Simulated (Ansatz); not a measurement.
An Ansatz (a program for electronic structure) run: TiO2 with a change (biaxial strain +0.60 %, plane normal [001], relaxed out of plane); Ansatz PBEsol, without spin-orbit coupling.

Input:

Ansatz 0.2 input:
```yaml
crystal:
  lattice:
    - [4.6187506654, 0, 0]
    - [0, 4.6187506654, 0]
    - [0, 0, 2.9302307457]
  atoms:
    - { symbol: Ti, position: [0, 0, 0] }
    - { symbol: Ti, position: [0.5, 0.5, 0.5] }
    - { symbol: O, position: [0.3044401148, 0.3044401148, 0] }
    - { symbol: O, position: [0.8044401148, 0.1955598852, 0.5] }
    - { symbol: O, position: [0.1955598852, 0.8044401148, 0.5] }
    - { symbol: O, position: [0.6955598852, 0.6955598852, 0] }
basis: { ecutwfc: 420, ecutrho_ratio: 4, xc_grid: 2, fft_grid_basis: typed }
kpoints: { mp_grid: { grid: [7, 7, 11] } }
hamiltonian:
  xc: pbesol
  dispersion: none
  pseudopotentials: { kind: paw }
scf: { occupations: { method: fermi_dirac, width: 0.05 } }
relax: { f_tol: 0.005, max_steps: 50, cell: { stress_tol: 0.01, fix: [a, b, gamma] } }
output: { forces: true, stress: true }
checkpoint: { write: state.ck, write_every: 1000 }
```

Output (explanatory and most iteration lines left out):

```
Relaxation: its limit of steps is 50 (relax.max_steps)
Pseudopotential: Ti, paw, valence charge 12
Pseudopotential: O, paw, valence charge 6
Crystal: 6 atoms, lattice volume = 62.510 Å³
Basis set: ecut = 420 eV, 1201 PW (Γ), exchange–correlation on 64×64×40 points (8 copies of the dense FFT grid, shifted against one another)
Bands: 30, of which v1, the nominal top of the filled ones, is band 24 counted from 1 (23 counted from 0)
Symmetry: 16 space group operations
Space group: P42/mnm (ITA 136), of the structure as read, at distance tolerance 4.0e-5 Å
k-points: 60 of 539
Functional: x = pbesol(κ = 0.804, μ = 0.12345679012345678), c = pbesol(β = 0.046)
SCF iter   1: F=—  HF=-7199.646164 eV  |F-HF|=—  |Δ(HF+E_count)|=         —  Δρ=1.98e-2  dr2=2.08e-1  ethr=1.77e-3  ⟨swp⟩=5.2  Hψ=7220  notcnv=0
SCF iter   2: F=—  HF=-7199.611528 eV  |F-HF|=—  |Δ(HF+E_count)|=   3.46e-2  Δρ=9.35e-3  dr2=4.96e-2  ethr=4.34e-4  ⟨swp⟩=2.0  Hψ=3242  notcnv=0  defer=60
SCF 1 converged in 7 iterations: F = -7199.602093 eV  dr2 = 3.34e-8
relax step   1: F+E_penalty+E_count = -7199.60209303 eV  Δ(F+E_penalty+E_count) = +0.000e0 eV  max|allowed force component| = 2.925e-2 eV/Å  Δτ_max = 0.0000 Å  P = -1.768 GPa  Ω = 62.510 Å³  fix = [a, b, gamma]  reactions: a -2.394, b -2.394 GPa  (7 SCF iters, dr2 threshold 1.00e-7 eV, accepted)
[... steps on the carried basis left out ...]
relax step   6: F+E_penalty+E_count = -7199.60235499 eV  Δ(F+E_penalty+E_count) = -1.249e-5 eV  max|allowed force component| = 9.515e-7 eV/Å  Δτ_max = 0.0000 Å  P = -1.438 GPa  Ω = 62.460 Å³  energy of the carried Pulay correction = +1.233e-5 eV  fix = [a, b, gamma]  reactions: a -2.157, b -2.157 GPa  (4 SCF iters, dr2 threshold 1.06e-9 eV, accepted)
Crystal: 6 atoms, lattice volume = 62.460 Å³
SCF iter   1: F=—  HF=-7199.602492 eV  |F-HF|=—  |Δ(HF+E_count)|=         —  Δρ=2.49e-6  dr2=1.08e-9  ethr=1.11e-8  ⟨swp⟩=3.1  Hψ=12050  notcnv=0
SCF iter   2: F=—  HF=-7199.602344 eV  |F-HF|=—  |Δ(HF+E_count)|=   1.48e-4  Δρ=1.10e-6  dr2=4.54e-10  ethr=2.25e-12  ⟨swp⟩=3.1  Hψ=4134  notcnv=0
SCF 7 converged in 6 iterations: F = -7199.602344 eV  dr2 = 7.85e-13
SCF converged after 6 iterations
Free energy (F): -7199.602344 eV
Internal energy: -7199.602344 eV  (E = F + TS)
E sigma→0 (E₀):  -7199.602344 eV
Fermi energy:    9.874417 eV
--- Forces (eV/Å), atoms counted from 1 ---
  atom   1  Ti     0.00000000    -0.00000000     0.00000000
  atom   2  Ti     0.00000000     0.00000000     0.00000000
  atom   3  O     -0.00000509    -0.00000509     0.00000000
  atom   4  O     -0.00000509     0.00000509     0.00000000
  atom   5  O      0.00000509    -0.00000509     0.00000000
  atom   6  O      0.00000509     0.00000509     0.00000000
--- Stress (GPa, compression-positive) ---
       -2.156841       0.000000       0.000000
        0.000000      -2.156841       0.000000
        0.000000       0.000000      -0.000879
  P = ⅓ Tr σ = -1.4382 GPa (-14.382 kbar)
--- Relaxed structure (5 steps of the walk, 5 accepted, 2 SCFs on fresh bases) ---
  cell:  # Å, volume = 62.4604 Å³
    - [4.6187506654, 0.0, 0.0]
    - [0.0, 4.6187506654, 0.0]
    - [0.0, 0.0, 2.927898203673472]
  atoms:
    - { symbol: Ti, position: [-1.7544315441769735e-20, -9.78080303373922e-21, 0.0] }
    - { symbol: Ti, position: [0.5, 0.5, 0.5] }
    - { symbol: O, position: [0.30472294219969, 0.30472294219969, 0.0] }
    - { symbol: O, position: [0.8047229421996901, 0.19527705780031004, 0.5] }
    - { symbol: O, position: [0.19527705780031004, 0.8047229421996901, 0.5] }
    - { symbol: O, position: [0.6952770578003099, 0.6952770578003099, 0.0] }
```

Stability against distortions was not tested. All final runs are without spin polarisation. The cell was made from TiO2 in the rutile structure (space group P4_2/mnm, No. 136) by this change: biaxial strain +0.60 %, plane normal [001], relaxed out of plane.
